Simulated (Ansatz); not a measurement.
AlP (F-43m), HSE06, rigid bands in Ansatz (a program for electronic structure): N_v = 9.17e19 cm⁻³ at 300 K and a hole conductivity mass of 0.584 mₑ.

Question: For 1e16 holes per cm³ at 300 K, place the Fermi level, estimate the Seebeck coefficient of a parabolic band with constant τ, and give mobility and conductivity for τ = 5 fs.

Answer: The level lies k_BT ln(N_v/p) = 0.236 eV above the valence-band maximum. S ≈ +(k_B/e)[ln(N_v/p) + 5/2] = 1002 μV/K, against 993 μV/K from the full bands (mean over directions). μ = eτ/m = 15.1 cm²/(V·s) and σ = peμ = 0.0241 S/cm. τ is assumed, not computed.

Band transport and this doping are assumed; polarons and phonon drag are left out. Spin-orbit coupling is left out; where it splits the top of the valence band, N_v and the p-type Seebeck coefficient come out somewhat high without it. Geometry: cell and atoms relaxed with PBEsol.
